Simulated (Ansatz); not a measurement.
Consider interstitial Li in hexagonal La2O3, charge state +1. These are PBE, PAW (plane waves to 420 eV; Ansatz, a program for electronic structure) values and carry that method's errors.

Settings: 90 host sites, the relaxed PBE lattice, the Γ point alone, smearing 0.01 eV, spin-restricted, no image-charge correction. Static, classical nuclei. Spin-orbit coupling is left out. The charge state is imposed; whether it is stable for some Fermi level was not computed. Sites that were not tried may lie lower.

Barriers: single points on a 2×2×2 k-point mesh shifted by half a step along c at the bands' geometries.

The step: a concerted move, in which Li travels most. Atoms about the jump, Cartesian Å from the middle of the jump, before and after:

| atom | x0 | y0 | z0 | x1 | y1 | z1 |
|---|---|---|---|---|---|---|
| Li1 | -0.97 | 0.58 | -1.28 | 0.97 | -0.58 | 1.28 |
| O2 | -1.00 | 0.56 | 1.92 | -0.71 | 0.39 | 1.78 |
| O3 | 0.87 | -0.52 | -0.37 | 0.97 | -0.58 | -0.52 |
| La4 | 1.05 | 1.74 | 0.36 | 0.98 | 1.79 | 0.19 |
| La5 | -1.00 | -1.80 | 0.35 | -1.08 | -1.76 | 0.19 |
| La6 | 0.95 | -0.57 | 3.34 | 0.98 | -0.58 | 3.68 |
| O7 | 2.94 | 0.60 | 1.78 | 2.65 | 0.39 | 1.78 |
| O8 | -0.99 | 2.71 | -0.37 | -1.02 | 2.84 | -0.39 |
| O9 | 0.94 | -2.87 | 1.78 | 0.97 | -2.52 | 1.78 |
| O10 | -2.87 | -0.52 | -0.37 | -2.98 | -0.56 | -0.40 |
| La11 | -3.04 | 1.74 | 0.35 | -2.99 | 1.71 | 0.28 |
| La12 | 2.92 | -1.70 | 0.28 | 3.02 | -1.76 | 0.19 |
| O13 | 0.99 | 1.70 | 4.01 | 0.97 | 1.72 | 4.15 |
| O14 | -1.00 | -1.73 | 4.01 | -1.01 | -1.73 | 4.15 |
| La15 | -1.00 | 2.81 | 3.34 | -0.96 | 2.84 | 3.36 |
| La16 | -2.95 | -0.57 | 3.34 | -2.95 | -0.61 | 3.36 |
| O17 | 0.87 | 1.64 | -2.20 | 0.98 | 1.73 | -2.27 |
| O18 | -0.99 | -1.60 | -2.20 | -1.02 | -1.73 | -2.28 |

Task: Where do these atoms stand at the saddle point, and how high is it?

Result: 
```tsv
atom	x	y	z
Li1	-0.16	0.10	0.99
O2	-1.28	0.71	2.07
O3	0.80	-0.48	-0.35
La4	1.22	1.97	0.14
La5	-1.11	-2.05	0.14
La6	1.00	-0.60	3.49
O7	2.82	0.65	1.71
O8	-0.94	2.81	-0.37
O9	0.84	-2.80	1.71
O10	-2.92	-0.61	-0.38
La11	-2.95	1.69	0.27
La12	2.84	-1.66	0.29
O13	0.98	1.69	4.04
O14	-0.99	-1.72	4.04
La15	-1.04	2.79	3.38
La16	-2.95	-0.52	3.38
O17	1.07	1.77	-2.25
O18	-1.01	-1.83	-2.25
```
It lies 1.21 eV above the start and 0.63 eV above the end. The saddle point's order was not checked, and it lies on a symmetry element of the cell, where a band can be held.
